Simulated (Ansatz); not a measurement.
The starting structures come from a database of crystals and need not be the phases stable at ambient conditions.

Tunnelling through a barrier is set by its complex band structure: the current falls as exp(−2κd) with the smallest κ.

Consider the following.

```
CdTiO3
1.0
    5.25989     0.00000     0.00000
   -2.62995     4.55520     0.00000
    2.62995     1.51840     4.96848
Ti Cd O
2 2 6
Direct
  0.30010   0.15005   0.54985
  0.69990   0.84995   0.45015
  0.72637   0.36318   0.91045
  0.27363   0.63682   0.08955
  0.75779   0.56230   0.27802
  0.24221   0.43770   0.72198
  0.15968   0.19549   0.27802
  0.84032   0.80451   0.72198
  0.52649   0.96419   0.27802
  0.47351   0.03581   0.72198
```

Space group of this cell: R-3. The cell is taken as given; by PBEsol its mean pressure is -3.1 GPa.

Transport runs along the normal of the first two printed cell vectors, the (001) plane of the conventional cell.

The gap is the functional's own. No spin-orbit coupling. Mid-gap values are interpolated on the energy grid.

Question: Estimate the band gap and the smallest decay constant κ at mid-gap that PBEsol (Ansatz, a quantum-chemistry and plane-wave program) returns for this system.

Answer: Gap 2.97 eV on a 8×8×8 mesh; κ = 0.284 1/Å, at the zone centre.
